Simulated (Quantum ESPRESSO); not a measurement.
A working Quantum ESPRESSO input for SiO2 (I-4c2, 24 atoms in the cell) (DFT, LDA (PZ), plane waves, GBRV 1.5 ultrasoft (LDA) pseudopotentials):

```fortran
&CONTROL
  calculation = 'scf'
  prefix = 'sio2'
  outdir = './work'
  pseudo_dir = './'
  tprnfor = .true.
  tstress = .true.
/
&SYSTEM
  ibrav = 0
  nat = 24
  ntyp = 2
  ecutwfc = 40
  ecutrho = 200
  occupations = 'smearing'
  smearing = 'gauss'
  degauss = 0.0036749
/
&ELECTRONS
  conv_thr = 1.0d-8
  mixing_beta = 0.7
/
ATOMIC_SPECIES
Si    28.0850  si_lda_v1.uspp.F.UPF
O     15.9990  o_lda_v1.2.uspp.F.UPF
ATOMIC_POSITIONS {crystal}
Si    0.082530000    0.792940000    0.000490000
Si    0.207060000    0.207550000    0.289590000
Si    0.792450000    0.082040000    0.999510000
Si    0.917960000    0.917470000    0.710410000
Si    0.582530000    0.582040000    0.289590000
Si    0.707060000    0.417470000    0.999510000
Si    0.292450000    0.292940000    0.710410000
Si    0.417960000    0.707550000    0.000490000
O     0.314610000    0.500050000    0.815400000
O     0.499950000    0.315350000    0.814560000
O     0.684650000    0.499210000    0.184600000
O     0.500790000    0.685390000    0.185440000
O     0.814610000    0.999210000    0.814560000
O     0.999950000    0.185390000    0.184600000
O     0.184650000    0.000050000    0.185440000
O     0.000790000    0.815350000    0.815400000
O     0.106010000    0.106010000    0.712020000
O     0.893990000    0.606010000    0.000000000
O     0.393990000    0.393990000    0.287980000
O     0.606010000    0.893990000    0.000000000
O     0.250610000    0.750610000    0.001220000
O     0.249390000    0.250610000    0.500000000
O     0.749390000    0.249390000    0.998780000
O     0.750610000    0.749390000    0.500000000
K_POINTS {automatic}
4 4 4  0 0 0
CELL_PARAMETERS {angstrom}
  -5.059175000     5.059175000     4.272320000
   5.059175000    -5.059175000     4.272320000
   5.059175000     5.059175000    -4.272320000
```

The run converged in 11 iterations: free energy E − TS -8113.1318 eV; top of the valence band (on the code's own zero) -0.75 eV; gap on the k-point mesh 5.47 eV; pressure -0.87 GPa; largest force (vector length) 0.092 eV/Å. Each of these slips is then made, one at a time:

(1)
```diff
-  ecutwfc = 40
+  ecutwfc = 40.0
-O     0.750610000    0.749390000    0.500000000
+O     0,750610000    0,749390000    0,500000000
```

(2)
```diff
-  nat = 24
+  nat = 25
+Si    0.792450000    0.082040000    0.999510000
```

Question: Predict the outcome of each change.

Answer: 
(1) Decimal commas. The program stopped before any SCF iteration.
```
Error in routine card_atomic_positions (1):
Error while parsing atomic position card.
```

(2) One atom entered twice. The program stopped before any SCF iteration.
```
Error in routine check_atoms (1):
atoms #   3 and #  25 overlap!
```

The starting cell comes from a database of computed structures (which also holds hypothetical and non-ambient phases and stackings), without a prior relaxation at this level.

Left out of this page: 4 runs of the series outside the window shown, repeating another row's setting, or not comparable; 1 run of the series stopped by limits of time or memory.
